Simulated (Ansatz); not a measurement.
Given:

```
CELL_PARAMETERS angstrom
      4.71921     0.00000     0.00000
      0.00000     4.71921     0.00000
      0.00000     0.00000     3.30562
ATOMIC_POSITIONS crystal
  Sn 0.00000 0.00000 0.00000
  Sn 0.50000 0.50000 0.50000
  O  0.30719 0.30719 0.00000
  O  0.69281 0.69281 0.00000
  O  0.80719 0.19281 0.50000
  O  0.19281 0.80719 0.50000
```

These are PBE, rigid bands (plane waves, PAW, scalar-relativistic; Ansatz, a quantum-chemistry and plane-wave program) values and carry that method's errors. Condition of this run: uniaxial stress along c of -8 GPa (compression positive) (the target of the relaxation). How the cell was made: cell and atoms relaxed with PBEsol, then loaded as said.

Q: What conductivity effective mass do dilute holes have at 300 K?

A: 1.51 (x), 1.51 (y), 1.88 (z) mₑ.

Q: What conductivity effective mass do dilute electrons have at 300 K?

A: 0.178 (x), 0.178 (y), 0.169 (z) mₑ.

Q: And the band gap?

A: 0.82 eV at this level; semilocal functionals usually fall short of the measured gap.

Rigid bands, one relaxation time for all states, no polarons. Spin-orbit coupling is left out; where it splits the top of the valence band it changes the hole mass and lowers the gap by about a third of the splitting. Geometry: cell and atoms relaxed with PBEsol.
